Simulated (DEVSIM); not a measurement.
System: Ti/Al2O3/SiO2/p-Si capacitor, at 300 K.

Layer 1 from the left is Al2O3, thickness (nm) 1.20. Layer 2 from the left is SiO2, thickness (nm) 1.30. Layer 3 from the left is Si, thickness (nm) 6400, Na (cm⁻³) 8.1e15.

Metal gate on the left, work function 4.33 eV. Fixed charge at the semiconductor interface 2.2e12 cm⁻² (in units of +e); no interface traps.

Constants are typed, rounded textbook-type inputs, not results; the design itself was drawn at random and stands for no fabricated device. Values at 300 K.

Al2O3: gap (eV) 6.8, affinity (eV) 1.35, permittivity 9. SiO2: gap (eV) 9, affinity (eV) 0.9, permittivity 3.9. Si: gap (eV) 1.124, affinity (eV) 4.05, permittivity 11.7, Nc (cm⁻³) 2.86e19, Nv (cm⁻³) 3.1e19.

Simulated with DEVSIM: 1D Poisson equation in equilibrium, Boltzmann statistics, complete ionisation; no quantum confinement or tunnelling. Metal contacts follow the ideal Schottky-Mott rule: no Fermi-level pinning, no interface dipoles.

What does the simulation give for the minimum of the low-frequency capacitance, the threshold voltage (band bending 2φF), the flat-band voltage?

minimum of the low-frequency capacitance 0.0343 μF/cm²; threshold voltage (band bending 2φF) -0.09 V; flat-band voltage -0.82 V.
